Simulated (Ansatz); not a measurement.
**NiO, pressure series**

Consider NiO in the rock salt structure (space group Fm-3m, No. 225; a = 4.117 Å; ferromagnetic).

Cell and atoms are relaxed at each pressure.

Method: PBEsol (Ansatz, a program for electronic structure; PAW; 420 eV plane waves; without spin-orbit coupling), earlier PAW set.

Notes on the quantities. enthalpy: H = E + PV relative to the base's energy.

```csv
change,volume per atom,enthalpy,largest site moment
base,8.72 Å³,–,1.04 μB
pressure −2 GPa,[?],-0.11 eV/atom,1.08 μB
pressure −1 GPa,8.77 Å³,-0.05 eV/atom,1.06 μB
pressure 0.3 GPa,8.71 Å³,+0.02 eV/atom,1.03 μB
pressure 0.7 GPa,8.69 Å³,+0.04 eV/atom,1.02 μB
pressure 1.5 GPa,8.66 Å³,+0.08 eV/atom,1.00 μB
pressure 3 GPa,[?],+0.16 eV/atom,[?]
pressure 5 GPa,8.48 Å³,+0.27 eV/atom,[?]
pressure 7.5 GPa,8.38 Å³,+0.40 eV/atom,0.71 μB
pressure 10 GPa,8.30 Å³,+0.53 eV/atom,0.67 μB
```

Complete the table.


- pressure −2 GPa, volume per atom: 8.82 Å³
- pressure 3 GPa, volume per atom: 8.59 Å³
- pressure 3 GPa, largest site moment: 0.95 μB
- pressure 5 GPa, largest site moment: 0.80 μB

Load acts through the strain it causes; cell and atoms are relaxed under it. Whether these cells are dynamically stable was not tested. Competing high-pressure phases were not computed. No Hubbard U is applied and the magnetic state is the run's own (NiO ferromagnetic); other magnetic orders, which need larger cells, were not tried and can change the gap. In its common phase, real NiO is an antiferromagnetic insulator at low temperature.
